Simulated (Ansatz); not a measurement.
The reference is BP in the zinc blende structure (space group F-43m, No. 216).

```
CELL_PARAMETERS angstrom
      0.00000     2.26828     2.26828
      2.26828     0.00000     2.26828
      2.26828     2.26828     0.00000
ATOMIC_POSITIONS crystal
  B  0.00000 0.00000 0.00000
  P  0.25000 0.25000 0.25000
```

Level of theory: Kohn–Sham DFT with the r2SCAN functional, run in Ansatz (a first-principles code) with PAW and 500 eV plane waves, scalar-relativistic without spin-orbit coupling.

Strains are applied to the cell and any free atomic positions relax.

One change was made to it. Results:

```csv
quantity,base,after
energy relative to the base (free energy F),0 meV/atom,+37 meV/atom
band gap,1.41 eV,1.30 eV
pressure,0.00 GPa,14.82 GPa
```

Question: Which of these changes matches the shifts?
A. isotropic strain −0.50 %
B. isotropic strain −1.00 %
C. isotropic strain −3.00 %
D. isotropic strain −2.50 %

Answer: D, isotropic strain −2.50 %. For comparison, the energy relative to the base in the other runs: isotropic strain −1.00 % gives +5.7 meV/atom; isotropic strain −0.50 % gives +1.4 meV/atom; isotropic strain −3.00 % gives +54 meV/atom.

No phonon test of stability was made.
